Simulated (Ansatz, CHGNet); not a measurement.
# Ladder of methods for the volume per atom of Si3N4 (P6₃/m, No. 176)

Reference value: 10.41 Å³/atom (measured, temperature not stated, no zero-point or thermal correction, from a published cell, temperature and pressure not stated; as tabulated in Ceramics International 21, 137 (1995)).

Q: What do CHGNet-r²SCAN, LDA, PBE, PBE-D4, r²SCAN+rVV10 give, and how far is each from the reference?

A: 
```csv
level (code),value (Å³/atom),difference (%)
CHGNet-r²SCAN (CHGNet),10.42,+0.1
LDA (Ansatz),10.26,-1.4
PBE (Ansatz),10.63,+2.1
PBE-D4 (Ansatz),10.45,+0.4
r²SCAN+rVV10 (Ansatz),10.37,-0.4
```

The reference's temperature isn't stated, so close values are not ranked against it.

The measured value isn't corrected to a static lattice, so vibrations enter the comparison. A static lattice is as a rule a little smaller than the measured one.  Ansatz's density-functional and Hartree–Fock values are scalar-relativistic unless marked +SOC, with PAW data made under PBE.

Machine-learned potentials (CHGNet-r²SCAN) are trained on DFT data, which may include these solids.

Differences are worked out from the printed values.

Ansatz is a program for electronic structure.
